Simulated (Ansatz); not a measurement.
Data:

```
CELL_PARAMETERS angstrom
      0.00000     2.64944     2.64944
      2.64944     0.00000     2.64944
      2.64944     2.64944     0.00000
ATOMIC_POSITIONS crystal
  Ga 0.00000 0.00000 0.00000
  P  0.25000 0.25000 0.25000
```

No spin polarisation.

The values are results of r2SCAN in Ansatz (plane waves to 500 eV, PAW, no spin-orbit coupling), not measurements. Γ-centred 10×10×10 mesh, Fermi–Dirac width 0.05 eV.

Task: Predict the band gap, width of the top valence band, gap character and hole mass.

Result: 
- Band gap: 1.68 eV
- Width of the top valence band: 3.99 eV
- Gap character: indirect, Γ → Γ–X (87 % along)
- Hole mass (degenerate bands, along [100]): 0.15, 0.33, 0.33 mₑ (at Γ)

Load acts through the strain it causes; cell and atoms are relaxed under it. Masses are band curvatures over ±0.01 Å⁻¹ around the edge. Whether these cells are dynamically stable was not tested. Tetrahedral semiconductors of this kind turn to denser phases somewhere between about 1 and 50 GPa; those were not computed, so compressed cells here can lie past the real transition. The cell was made from GaP in the zinc blende structure (space group F-43m, No. 216) by this change: pressure 9 GPa.

Ansatz is a quantum-chemistry and plane-wave program.
